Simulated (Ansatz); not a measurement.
ZnS: response to strain

Base system: ZnS in the wurtzite structure (space group P6_3mc, No. 186; a = 3.8453 Å, c = 6.3052 Å). Axes: x lies along a and z along c of the hexagonal cell.

Strains are applied to the cell and any free atomic positions relax; under biaxial strain the out-of-plane vector relaxes too.

Method: PBE (Ansatz, a quantum-chemistry and plane-wave program), without spin-orbit coupling.

Notes on the quantities. pressure: mean of the normal stresses, compression positive.

| change | band gap | pressure | out-of-plane strain | electron mass |
|---|---|---|---|---|
| base | 2.08 eV | 0.0 kbar | – | 0.16 mₑ along c, 0.18 mₑ across (at Γ) |
| biaxial strain +0.60 %, plane normal [001], relaxed out of plane | 2.06 eV | -5.7 kbar | -0.33 % | 0.16 mₑ out of plane, 0.18 mₑ in plane (at Γ) |
| biaxial strain +1.20 %, plane normal [001], relaxed out of plane | 2.04 eV | -11.2 kbar | -0.67 % | 0.16 mₑ out of plane, 0.17 mₑ in plane (at Γ) |
| biaxial strain +1.80 %, plane normal [001], relaxed out of plane | 1.98 eV | -16.4 kbar | -1.00 % | 0.16 mₑ out of plane, 0.17 mₑ in plane (at Γ) |
| biaxial strain +2.40 %, plane normal [001], relaxed out of plane | 1.92 eV | -21.3 kbar | -1.33 % | – |
| biaxial strain +3.00 %, plane normal [001], relaxed out of plane | 1.86 eV | -26.1 kbar | -1.64 % | 0.16 mₑ (at Γ) |

Masses are band curvatures over ±0.01 Å⁻¹ around the edge. Whether these cells are dynamically stable was not tested.
